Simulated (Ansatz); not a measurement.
The parent structure is InAs in the zinc blende structure (space group F-43m, No. 216; a = 6.087 Å).

Perturbation: full substitution As → Ru; the structure is relaxed again.

Levels (all Ansatz, an electronic-structure program, PAW): PBEsol (420 eV, no SOC); r2SCAN (500 eV, scalar-relativistic without spin-orbit coupling).

The geometry is relaxed with PBEsol.

PBEsol pressure: 0.0 GPa

Problem. What does r2SCAN give at this geometry for the pressure?

Solution. The pressure goes from zero to 1.3 GPa.

Single points use the geometry relaxed with PBEsol. Their cutoffs differ, which shifts pressures a little. Whether these cells are dynamically stable was not tested. As relaxed here, InRu is a hypothetical phase, not in the database extracts checked. All final runs are without spin polarisation. An odd electron count without spin: InRu. InRu has a high density of states at the Fermi level and may be magnetic at this level.
